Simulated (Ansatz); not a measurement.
## ZrC under a change: Zr → Nb

Consider ZrC in the rock salt structure (space group Fm-3m, No. 225; a = 4.6689 Å).

It is then changed as follows: full substitution Zr → Nb, then cell and atoms are relaxed.

The values are results of Ansatz (a quantum-chemistry and plane-wave program), PBEsol, PAW, cutoff 420 eV, without spin-orbit coupling, not measurements. Settings: 18×18×18 k-points, 0.05 eV Fermi–Dirac smearing, for the changed cell.

```json
[
 {"quantity": "volume per atom", "base": "12.72 Å³", "changed": "11.01 Å³", "shift": "-1.71 Å³"},
 {"quantity": "density", "base": "6.74 g/cm³", "changed": "7.91 g/cm³", "shift": "+1.17 g/cm³"},
 {"quantity": "band gap", "base": "zero", "changed": "zero", "shift": "–"}
]
```

Final structure:

```
CELL_PARAMETERS angstrom
      0.00000     2.22497     2.22497
      2.22497     0.00000     2.22497
      2.22497     2.22497     0.00000
ATOMIC_POSITIONS crystal
  Nb 0.00000 0.00000 0.00000
  C  0.50000 0.50000 0.50000
```

Whether these cells are dynamically stable was not tested. The final runs are not spin-polarised. An odd electron count without spin: NbC.
